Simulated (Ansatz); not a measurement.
**How a calculation on Sc2Si2Pt3 (P1, 14 atoms in the cell) responds to its settings**

```
Sc2Si2Pt3
1.0
    6.38245     0.00000     0.00000
    0.00000     8.68988     0.00000
    0.00000     0.00000     4.05318
Sc Si Pt
4 4 6
Cartesian
  5.63332   2.85816   0.05349
  0.76367   5.85915   0.05531
  2.50248   1.49779   0.00469
  3.92858   7.26057  -0.01693
  3.74995   3.03934   2.03665
  2.69696   5.54520   1.93385
  0.44281   1.37227   1.99388
  5.93074   7.40003   2.04883
  4.40637   0.79805   2.02667
  1.89205   7.91791   2.03564
  1.17812   3.47573   2.05086
  5.20850   5.06320   2.06411
  3.05442   4.33529  -0.07052
  0.09795   0.06151  -0.00382
```

Base run A: r2SCAN, default PAW files made with PBE (Ansatz, a program for electronic structure), self-consistent single point.

Its settings: basis.ecutwfc = 500 eV; kpoints.mp_grid.grid = 4 3 5; hamiltonian.xc = r2scan; hamiltonian.pseudopotentials = {kind: paw} (the program's default PAW files); scf.occupations.method = fermi_dirac; scf.occupations.width = 0.1 eV.

The starting cell comes from a database of computed structures (which also holds hypothetical and non-ambient phases and stackings), without a prior relaxation at this level. Its atoms were displaced at random from the sites of space group no. 55. Spin polarisation is off. In the base run, forces exceed 1 eV/Å. Ansatz's pressure includes its estimate of the finite-basis (Pulay) stress.

ΔF is the free energy per atom less that of run A. 

Run A gave: pressure (GPa) 1.37; largest force (eV/Å) 1.767; iterations 10.

Runs:
- B: scf.mixing.algorithm, scf.mixing.beta = anderson, 0.02
- C: scf.mixing.algorithm, scf.mixing.beta = anderson, 0.05
- D: scf.mixing.algorithm, scf.mixing.beta = anderson, 0.1
- E: scf.mixing.algorithm, scf.mixing.beta = anderson, 0.2
- F: scf.mixing.algorithm, scf.mixing.beta = anderson, 0.3
- G: scf.mixing.algorithm, scf.mixing.beta = anderson, 0.5
- H: scf.mixing.algorithm, scf.mixing.beta = anderson, 0.7
- I: scf.mixing.algorithm, scf.mixing.beta = anderson, 0.9
- J: scf.mixing.algorithm, scf.mixing.beta = anderson, 1

**Question.** Which runs reach the base run's state, and which is quickest in iterations?

**Answer.** Runs B, C, D, E, F, G, H, I, J ended on the same solution as A (within 1 meV/atom). The fewest iterations to that state were 10 (A, H, I, J); the most were 29.

```csv
run,ΔF (meV/atom),pressure (GPa),largest force (eV/Å),iterations
A,0.00,1.37,1.767,10
B,0.00,1.37,1.767,29
C,0.00,1.37,1.767,24
D,0.00,1.37,1.767,18
E,0.00,1.37,1.767,15
F,0.00,1.37,1.767,13
G,0.00,1.37,1.767,11
H,0.00,1.37,1.767,10
I,0.00,1.37,1.767,10
J,0.00,1.37,1.767,10
```

Keys are those of Ansatz 0.2.
